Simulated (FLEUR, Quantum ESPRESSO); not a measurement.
A FLEUR input for a self-consistent single point of YCo2B2 (I4/mmm, 5 atoms in the cell) (DFT, LDA (Perdew-Zunger), all-electron FLAPW (FLEUR), scalar-relativistic valence):

Input of the input generator:

```
Y(CoB)2
&input film=f /
-3.3067599359 3.3067599359 8.8055813894
3.3067599359 -3.3067599359 8.8055813894
3.3067599359 3.3067599359 -8.8055813894
1.0
1.0 1.0 1.0

5
39 0.0000000000 0.0000000000 0.0000000000
27 0.7500000000 0.2500000000 0.5000000000
27 0.2500000000 0.7500000000 0.5000000000
5 0.6546600000 0.6546600000 0.0000000000
5 0.3453400000 0.3453400000 0.0000000000

&comp jspins=1 /
&exco xctyp='pz' /
&kpt div1=11 div2=11 div3=11 /
&end /
```

```xml
<?xml version="1.0" encoding="UTF-8" standalone="no"?>
<fleurInput fleurInputVersion="0.39">
   <comment>
      Y(CoB)2                                                                                             
   </comment>
   <calculationSetup>
      <cutoffs Kmax="4.7" Gmax="14.1" GmaxXC="14.1" numbands="0"/>
      <scfLoop itmax="80" minDistance="0.00001" maxIterBroyd="40" imix="Anderson" alpha="0.05" precondParam="0.0" spinf="2.0"/>
      <coreElectrons ctail="T" frcor="F" kcrel="0" coretail_lmax="0"/>
      <xcFunctional name="pz" relativisticCorrections="F"/>
      <magnetism jspins="1"/>
      <soc l_soc="F" theta="0.0" phi="0.0" spav="F"/>
      <expertModes spex="0" secvar="F"/>
      <geometryOptimization l_f="T" forcealpha="1.0" forcemix="BFGS" epsdisp="0.00001" epsforce="0.00001"/>
      <ldaU l_linMix="F" mixParam="0.05" spinf="1.0"/>
   </calculationSetup>
   <cell>
      <bzIntegration valenceElectrons="47.0" mode="hist" fermiSmearingEnergy="0.00367493">
         <kPointListSelection listName="default-1"/>
         <!-- k-points included here -->
         <xi:include xmlns:xi="http://www.w3.org/2001/XInclude" href="kpts.xml"> </xi:include>
      </bzIntegration>
      <!-- symmetry operations included here -->
      <xi:include xmlns:xi="http://www.w3.org/2001/XInclude" href="sym.xml"> </xi:include>
      <bulkLattice scale="1.0">
         <bravaisMatrix>
            <row-1>   -3.3067599359000002     3.3067599359000002     8.8055813894000003</row-1>
            <row-2>    3.3067599359000002    -3.3067599359000002     8.8055813894000003</row-2>
            <row-3>    3.3067599359000002     3.3067599359000002    -8.8055813894000003</row-3>
         </bravaisMatrix>
      </bulkLattice>
   </cell>
   <atomSpecies>
      <species name="Yttrium (Y)" element="Y" atomicNumber="39">
         <mtSphere radius="2.68" gridPoints="925" logIncrement="0.014"/>
         <atomicCutoffs lmax="10" lnonsphr="8"/>
         <electronConfig flipSpins="F">
            <coreConfig>(1s1/2) (2s1/2) (2p1/2) (2p3/2) (3s1/2) (3p1/2) (3p3/2) (3d3/2) (3d5/2)</coreConfig>
            <valenceConfig>(4s1/2) (4p1/2) (4p3/2) (5s1/2) (4d3/2) (4d5/2)</valenceConfig>
            <stateOccupation state="(4d3/2)" spinUp="0.2" spinDown="0.2"/>
            <stateOccupation state="(4d5/2)" spinUp="0.3" spinDown="0.3"/>
         </electronConfig>
         <energyParameters s="5" p="5" d="4" f="4"/>
         <lo type="SCLO" l="0" n="4" eDeriv="0"/>
         <lo type="SCLO" l="1" n="4" eDeriv="0"/>
      </species>
      <species name="Cobalt (Co)" element="Co" atomicNumber="27">
         <mtSphere radius="2.21" gridPoints="763" logIncrement="0.016"/>
         <atomicCutoffs lmax="8" lnonsphr="6"/>
         <electronConfig flipSpins="F">
            <coreConfig>(1s1/2) (2s1/2) (2p1/2) (2p3/2) (3s1/2)</coreConfig>
            <valenceConfig>(3p1/2) (3p3/2) (4s1/2) (3d3/2) (3d5/2)</valenceConfig>
            <stateOccupation state="(3d3/2)" spinUp="1.4" spinDown="1.4"/>
            <stateOccupation state="(3d5/2)" spinUp="2.1" spinDown="2.1"/>
         </electronConfig>
         <energyParameters s="4" p="4" d="3" f="4"/>
         <lo type="SCLO" l="1" n="3" eDeriv="0"/>
      </species>
      <species name="Boron (B)" element="B" atomicNumber="5">
         <mtSphere radius="1.25" gridPoints="433" logIncrement="0.023"/>
         <atomicCutoffs lmax="6" lnonsphr="4"/>
         <electronConfig flipSpins="F">
            <coreConfig>(1s1/2)</coreConfig>
            <valenceConfig>(2s1/2) (2p1/2) (2p3/2)</valenceConfig>
            <stateOccupation state="(2p1/2)" spinUp="0.1666666666667" spinDown="0.1666666666667"/>
            <stateOccupation state="(2p3/2)" spinUp="0.3333333333333" spinDown="0.3333333333333"/>
         </electronConfig>
         <energyParameters s="2" p="2" d="3" f="4"/>
      </species>
   </atomSpecies>
   <atomGroups>
      <atomGroup species="Yttrium (Y)">
         <relPos label="                   1">.0000000000 .0000000000 .0000000000</relPos>
         <force calculate="T" relaxXYZ="TTT"/>
      </atomGroup>
      <atomGroup species="Cobalt (Co)">
         <relPos label="                   2">-1.000/4.000 1.000/4.000 1.000/2.000</relPos>
         <relPos label="                   3">1.000/4.000 -1.000/4.000 1.000/2.000</relPos>
         <force calculate="T" relaxXYZ="TTT"/>
      </atomGroup>
      <atomGroup species="Boron (B)">
         <relPos label="                   4">-.3453400000 -.3453400000 .0000000000</relPos>
         <relPos label="                   5">.3453400000 .3453400000 .0000000000</relPos>
         <force calculate="T" relaxXYZ="TTT"/>
      </atomGroup>
   </atomGroups>
   <output dos="F" band="F" slice="F">
      <checks vchk="F" cdinf="F"/>
      <bandDOS minEnergy="-.5*Htr" maxEnergy="0.5*Htr" sigma="0.015" storeEVData="T"/>
      <vacuumDOS vacdos="F" integ="F" star="F" nstars="0" locx1="0.0" locy1="0.0" locx2="0.0" locy2="0.0" nstm="0" tworkf="0.0"/>
      <unfoldingBand unfoldBand="F" supercellX="1" supercellY="1" supercellZ="1"/>
      <plotting iplot="0" polar="F">
         <plot TwoD="T" vec1="  1.0  0.0  0.0" vec2="  0.0  1.0  0.0" vec3="  0.0  0.0  1.0" zero="  0.0  0.0  0.0" file="plot"/>
      </plotting>
      <chargeDensitySlicing numkpt="0" minEigenval="0.0" maxEigenval="0.0" nnne="0" pallst="F"/>
      <specialOutput eonly="F"/>
      <magneticCircularDichroism mcd="F" energyLo="-10.0" energyUp="0.0"/>
   </output>
  <!-- We include the file relax.xml here to enable relaxations (see documentation) -->
  <xi:include xmlns:xi="http://www.w3.org/2001/XInclude" href="relax.xml"> <xi:fallback/> </xi:include>
</fleurInput>
```

Translate this input to Quantum ESPRESSO.

One input that does it (others would too):

```fortran
&control
   calculation = 'scf',
   outdir = './tmp/',
   pseudo_dir = './',
   verbosity = 'high',
   tprnfor = .true.,
   tstress = .true.,
/
&system
   ibrav = 0,
   nat = 5,
   ntyp = 3,
   ecutwfc = 50,
   ecutrho = 400,
   occupations = 'smearing',
   smearing = 'fermi-dirac',
   degauss = 0.0073499,
/
&electrons
   conv_thr = 1.0d-9,
   mixing_beta = 0.7,
/
ATOMIC_SPECIES
Y     88.9058  y_lda_v1.4.uspp.F.UPF
Co    58.9332  co_lda_v1.2.uspp.F.UPF
B     10.8100  b_lda_v1.4.uspp.F.UPF
CELL_PARAMETERS angstrom
  -1.749862000     1.749862000     4.659713000
   1.749862000    -1.749862000     4.659713000
   1.749862000     1.749862000    -4.659713000
ATOMIC_POSITIONS angstrom
Y     0.000000000    0.000000000    0.000000000
Co    0.000000000    1.749862000    2.329856500
Co    1.749862000    0.000000000    2.329856500
B     0.000000000    0.000000000    6.101055425
B     0.000000000    0.000000000    3.218370575
K_POINTS automatic
11 11 11  0 0 0
```

Basis, cutoffs, solver keys and any potentials are the target program's own. This input uses DFT, LDA (PZ), plane waves, GBRV 1.5 ultrasoft (LDA) pseudopotentials. LDA parametrisations can differ slightly between programs.

The starting cell comes from a database of computed structures (which also holds hypothetical and non-ambient phases and stackings), without a prior relaxation at this level. Its lattice was rescaled by a random factor within 2.5 % of one.
